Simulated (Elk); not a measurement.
Band structure of Ba₂N (R-3m, 3 atoms in the cell).

```yaml
crystal:
  lattice:
    - [2.05983, 1.18924, 7.81543]
    - [-2.05983, 1.18924, 7.81543]
    - [0.00000, -2.37848, 7.81543]
  atoms:
    - { symbol: Ba, position: [0.73193, 0.73193, 0.73193] }
    - { symbol: Ba, position: [0.26807, 0.26807, 0.26807] }
    - { symbol: N, position: [0.00000, 0.00000, 0.00000] }
```

Computed with Elk with LDA (PW92), all-electron FP-LAPW, Elk's shipped species files, default APW+lo basis.

Settings: xctype = 3; rgkmax = 7; stype = 3; swidth = 0.00183747 Ha; ngridk = 8 8 8.

The starting cell comes from a database of computed structures (which also holds hypothetical and non-ambient phases and stackings), without a prior relaxation at this level. Its lattice was rescaled by a random factor within 2.5 % of one. Values depend on the basis (sphere radii, cutoffs, local orbitals), which need not be converged. The run gives no clean gap (levels at the Fermi energy touch, overlap or are partly filled at this smearing), which alone does not show that the compound is a metal.

Levels in eV from the Fermi level, bands 20 to 27:
```tsv
point	20	21	22	23	24	25	26	27
B	-1.79	-1.73	-1.46	0.88	0.89	1.29	1.71	2.36
Z	-2.84	-1.84	-1.84	-0.70	0.04	2.02	2.36	2.36
Γ	-2.72	-1.84	-1.84	-1.55	1.49	1.76	2.31	2.31
X	-1.77	-1.74	-1.46	0.81	0.97	1.28	1.75	2.31
```

Bands cross the Fermi level along this path, so the cell is metallic at this level.
